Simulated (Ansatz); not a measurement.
Take W in the bcc (W type) structure (space group Im-3m, No. 229; a = 3.154 Å) as the base.

Modification: Hf takes the place of W on all its sites, then cell and atoms are relaxed.

Levels (all Ansatz, a first-principles code, PAW): PBEsol (420 eV, no SOC); r2SCAN (500 eV, no spin-orbit coupling).

The geometry is relaxed with PBEsol.

```
Item               Value
---------------  -------
PBEsol pressure  0.0 GPa
```

Task: Predict the pressure from r2SCAN.

Result: The pressure goes from zero to 4.5 GPa.

Single points use the geometry relaxed with PBEsol. Their cutoffs differ, which shifts pressures a little. Whether these cells are dynamically stable was not tested. The final runs are not spin-polarised. This is not the structure that Hf has at room temperature and ambient pressure.
